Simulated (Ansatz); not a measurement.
## Several settings converged on the (111) slab of NbTc (cut from a parent of space group no. 65; 10 atoms in the cell)

```xyz
10
Lattice="2.8106 0.0000 0.0000 1.8246 5.1585 0.0000 0.0000 0.0000 23.0546" Properties=species:S:1:pos:R:3 pbc="T T T"
Nb     1.9721     4.9454     7.0000
Nb     2.9581     3.6025     9.2637
Nb     1.1335     2.2596    11.5273
Nb     2.1195     0.9166    13.7909
Nb     2.1195     4.7322    16.0546
Tc     1.0598     2.3661     7.0000
Tc     2.0458     1.0232     9.2637
Tc     2.0458     4.8388    11.5273
Tc     3.0318     3.4959    13.7909
Tc     1.2072     2.1530    16.0546
```

Base method: LDA (PW92), default PAW files made with PBE (plane waves; Ansatz, an electronic-structure program).

Base settings: basis.ecutwfc = 500 eV; kpoints.mp_grid.grid = 6 3 1; hamiltonian.xc = lda; hamiltonian.pseudopotentials = {kind: paw} (the program's default PAW files); scf.occupations.method = gaussian; scf.occupations.width = 0.1 eV.

The count of work is k-points × plane waves × bands × iterations; it is no time. Core times come from one kind of shared machine, to one figure; runs under 30 s give none.

**The vacuum**

The mesh stays at the base's, so the ladder's end is converged at best in this setting alone.

Only quantities that move along the ladder and can be compared are tabulated.

```csv
vacuum between outermost atoms (Å),free energy less the last step's (meV/atom),largest difference of a force vector from the last step's (eV/Å),count of work / last
3.0,-283.54,1.854,0.25
4.0,-94.82,0.714,0.30
5.0,-20.47,0.236,0.33
6.0,-1.89,0.041,0.39
7.0,0.40,0.011,0.41
8.0,0.31,0.004,0.44
10.0,0.05,0.001,0.49
12.0,0.01,0.000,0.54
14.0,0.00,0.000,0.59
17.0,0.00,0.000,0.67
20.0,0.00,0.000,0.74
25.0,0.00,0.000,0.87
30.0,0.00,0.000,1.0
```

Smallest vacuum between outermost atoms (Å) that holds the free energy within 5 meV/atom of the last step, with all finer ones: 6.0, at 0.39 of the last step's count of work; the step before is off by 20 meV/atom.

Smallest vacuum between outermost atoms (Å) that holds the forces within 0.005 eV/Å of the last step, with all finer ones: 8.0, at 0.44 of the last step's count of work; the step before is off by 0.011 eV/Å.

**The k-point mesh**

Only quantities that move along the ladder and can be compared are tabulated.

```csv
kpoints.mp_grid.grid,free energy less the last step's (meV/atom),largest difference of a force vector from the last step's (eV/Å)
2 2 1,-204.81,0.621
3 2 1,106.45,0.357
4 2 1,32.44,0.407
5 3 1,-14.25,0.121
6 3 1,-6.42,0.082
7 4 1,2.50,0.080
8 4 1,4.99,0.033
9 5 1,-0.76,0.035
11 6 1,0.17,0.023
12 7 1,0.67,0.021
14 8 1,0.22,0.016
17 9 1,0.18,0.010
20 10 1,-0.15,0.010
23 12 1,0.19,0.003
27 14 1,0.00,0.000
```

Coarsest kpoints.mp_grid.grid that holds the forces within 0.005 eV/Å: not settled: the last two steps still differ by 0.003 eV/Å, over half the tolerance, so the ladder does not show it.

Coarsest kpoints.mp_grid.grid that holds the free energy within 0.5 meV/atom of the last step, with all finer ones: 14 8 1; the step before is off by 0.67 meV/atom.

**The plane-wave cutoff**

The mesh stays at the base's, so the ladder's end is converged at best in this setting alone.

Only quantities that move along the ladder and can be compared are tabulated.

```tsv
basis.ecutwfc	free energy less the last step's (meV/atom)	largest difference of a force vector from the last step's (eV/Å)	count of work / last	core time / last (rough)
250 eV	3397.16	0.374	0.11	–
300 eV	822.62	0.115	0.16	–
350 eV	172.07	0.025	0.21	–
425 eV	10.42	0.002	0.28	–
500 eV	1.07	0.000	0.35	–
600 eV	0.86	0.000	0.46	0.6
750 eV	0.59	0.000	0.65	0.8
1000 eV	0.00	0.000	1.0	1
```

Coarsest basis.ecutwfc that holds the forces within 0.02 eV/Å of the last step, with all finer ones: 425 eV, at 0.28 of the last step's count of work; the step before is off by 0.025 eV/Å.

Coarsest basis.ecutwfc that holds the free energy within 5 meV/atom of the last step, with all finer ones: 500 eV, at 0.35 of the last step's count of work; the step before is off by 10 meV/atom.

On the base run: the starting cell comes from a database of computed structures (which also holds hypothetical and non-ambient phases and stackings), without a prior relaxation at this level. The slab is cut from that crystal, and its faces are unrelaxed. Its lattice was rescaled by up to half a per cent. Spin polarisation is off. In the base run, forces exceed 1 eV/Å. Without a gap this mesh is coarse (it stands for a supercell whose shortest in-plane vector is 16 Å).

Left out of this page: 1 run of the series stopped by limits of time or memory.

Keys are those of Ansatz 0.2.
